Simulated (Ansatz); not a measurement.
Consider the following.

```yaml
crystal:
  lattice:
    - [3.10670, 0.00000, 0.00000]
    - [0.00000, 4.97846, 0.00000]
    - [0.00000, 0.00000, 15.89683]
  atoms:
    - { symbol: Al, position: [0.50000, 0.48220, 0.50812] }
    - { symbol: N, position: [0.50000, 0.14300, 0.47737] }
    - { symbol: Al, position: [0.00000, 0.98220, 0.49188] }
    - { symbol: N, position: [0.00000, 0.64300, 0.52263] }
```

No spin polarisation.

Method: r2SCAN (Ansatz, a first-principles code, PAW, without spin-orbit coupling). Γ-centred 11×7×1 mesh, Fermi–Dirac width 0.05 eV. The cell is a slab with vacuum along z.

Predict the smallest direct gap and band gap.


- Smallest direct gap = 3.79 eV
- Band gap = 3.63 eV

Whether these cells are dynamically stable was not tested. The cell was made from AlN in the wurtzite structure (space group P6_3mc, No. 186) by this change: a free-standing slab of 1 layer (4 atoms, 4 a layer) is cut normal to the y axis, with 15 Å of vacuum and the in-plane cell held at bulk.
